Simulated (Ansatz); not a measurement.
Given:

```yaml
crystal:
  lattice:
    - [4.16719, 0.00000, 0.00000]
    - [-2.08359, 3.60889, 0.00000]
    - [0.00000, 0.00000, 5.59381]
  atoms:
    - { symbol: Sn, position: [0.00000, 0.00000, 0.00000] }
    - { symbol: Cl, position: [0.33333, 0.66667, 0.26623] }
    - { symbol: Cl, position: [0.66667, 0.33333, 0.73377] }
```

No spin polarisation.

Method: PBEsol-D3(BJ), PAW, 420 eV (Ansatz, a first-principles code; spin-orbit coupling left out), earlier PAW set. Settings: 9×9×6 k-points, 0.05 eV Fermi–Dirac smearing.

Task: Predict the band gap, width of the top valence band and hole mass.

Result: The band gap is 1.83 eV. The width of the top valence band is 1.62 eV and the hole mass is 1.0 mₑ along c, 0.72 mₑ across (at H).

Effective masses come from finite differences of ±0.01 Å⁻¹. Whether these cells are dynamically stable was not tested. The cell was made from SnS2 by this change: S → Cl; the result is a hypothetical phase, not in the database extracts checked.
